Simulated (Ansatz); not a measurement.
## FeNi3: pressure series

The parent structure is FeNi₃ in the Cu3Au type structure (space group Pm-3m, No. 221; a = 3.5443 Å; ferromagnetic).

Cell and atoms are relaxed at each pressure.

Computed with Ansatz (a quantum-chemistry and plane-wave program), PBE, PAW, cutoff 420 eV, spin-orbit coupling left out.

```tsv
pressure (GPa)	volume per atom (Å³/atom)
-2	11.248
-1	?
0	11.131
0.3	11.114
0.7	11.091
1.5	11.047
3	10.967
5	10.866
7.5	10.746
```

Question: Fit the third-order Birch–Murnaghan form P(V) = (3B₀/2)[(V₀/V)^(7/3) − (V₀/V)^(5/3)]·[1 + (3/4)(B₀′ − 4)((V₀/V)^(2/3) − 1)] (squares taken in P) to the rows shown and predict the withheld row.

Answer: Least squares on the printed values gives V₀ = 11.131 Å³/atom, B₀ = 196 GPa, B₀′ = 4.9; this predicts 11.188 Å³/atom, and the run gives 11.188 Å³/atom, in agreement.

The magnetic state is the one reached from the starting moments; the real material's order can differ, and small cells can't hold many antiferromagnetic ones. Load acts through the strain it causes; cell and atoms are relaxed under it. Stability against distortions was not tested. No other phases were tried under pressure.
